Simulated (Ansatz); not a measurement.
CdS: response to strain

The reference is CdS in the wurtzite structure (space group P6_3mc, No. 186; a = 4.197 Å, c = 6.830 Å). Axes: x lies along a and z along c of the hexagonal cell.

Strains are applied to the cell and any free atomic positions relax; under biaxial strain the out-of-plane vector relaxes too.

Calculations: PBE (Ansatz, a quantum-chemistry and plane-wave program), spin-orbit coupling left out, earlier PAW set.

```json
[
 {"biaxial strain, plane normal [001], relaxed out of plane (%)": "0", "out-of-plane strain (%)": "0.00"},
 {"biaxial strain, plane normal [001], relaxed out of plane (%)": "0.56", "out-of-plane strain (%)": "-0.49"},
 {"biaxial strain, plane normal [001], relaxed out of plane (%)": "0.9", "out-of-plane strain (%)": "?"},
 {"biaxial strain, plane normal [001], relaxed out of plane (%)": "2.11", "out-of-plane strain (%)": "-1.84"},
 {"biaxial strain, plane normal [001], relaxed out of plane (%)": "4.15", "out-of-plane strain (%)": "-3.63"}
]
```

Task: Fit ε⊥ = −νε + γε² (strains in %) to the rows shown and predict the withheld row.

Result: Least squares on the printed values gives ν = 0.87 (the biaxial Poisson response) and γ = -0.001 (largest residual 0.00 %); this predicts -0.78 %, and the run gives -0.78 %, in agreement.

Stability against distortions was not tested.
